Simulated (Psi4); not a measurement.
Psi4 1.11, unrestricted HF/def2-svpd: Si(Me)3(Cl) anion (C[Si](C)(C)Cl), charge -1, multiplicity 2, 14 atoms. The geometry is a generated start, not checked to be a minimum at this level.

```json
{
 "task": "energy",
 "method": "scf",
 "basis": "def2-svpd",
 "memory": "3 GB",
 "maxiter": "100",
 "keys_of_the_molecule_block": "symmetry c1",
 "scf_type": "df (default)",
 "scf_initial_accelerator": "adiis (default)",
 "e_convergence": "1e-06 (default)",
 "d_convergence": "1e-06 (default)",
 "basis_functions": "183"
}
```

```xyz
14

C     -0.7404     1.6104    -0.3860
Si     0.1567     0.1237     0.3959
C      1.6323    -0.4148    -0.6822
C     -1.0521    -1.3239     0.6612
Cl     0.8766     0.6988     2.2214
H     -1.1534     1.3547    -1.3567
H     -1.5597     1.9524     0.2400
H     -0.0665     2.4508    -0.5264
H      2.1787    -1.2350    -0.2256
H      1.3032    -0.7452    -1.6630
H      2.3330     0.4019    -0.8295
H     -1.4446    -1.6875    -0.2831
H     -1.8971    -1.0266     1.2757
H     -0.5668    -2.1596     1.1583
```

Charge -1 and multiplicity 2 are set for this test and not shown to be the ground state.

With the defaults (damping_percentage = 0, guess = auto, which took SAD, soscf = false, soscf_start_convergence = 0.01, diis_max_vecs = 10) it converges in 12 SCF iterations. One run each on 2 threads, with these changes:
- guess = sadno
- guess = modhuckel
- guess = sapgau
- soscf = true, soscf_start_convergence = 0.1
- guess = core
- damping_percentage = 60
- diis_max_vecs = 20
- diis_max_vecs = 6
- guess = huckel

Which runs fail or end elsewhere than the default run?

No convergence: damping_percentage = 60 (the run ends without SCF convergence in 100 iterations). The rest reach the solution of the defaults.

| setting | SCF iterations | JK calls | end |
|---|---|---|---|
| soscf = true, soscf_start_convergence = 0.1 | 7 | 28 | same solution |
| the defaults | 12 | 13 | same solution |
| guess = modhuckel | 12 | 35 | same solution |
| diis_max_vecs = 20 | 12 | 13 | same solution |
| diis_max_vecs = 6 | 12 | 13 | same solution |
| guess = huckel | 13 | 36 | same solution |
| guess = sapgau | 14 | 14 | same solution |
| guess = sadno | 17 | 17 | same solution |
| guess = core | 19 | 19 | same solution |
| damping_percentage = 60 | 100 | 101 | no convergence |

An SOSCF iteration holds several JK calls; a Hückel guess adds calls on atoms.
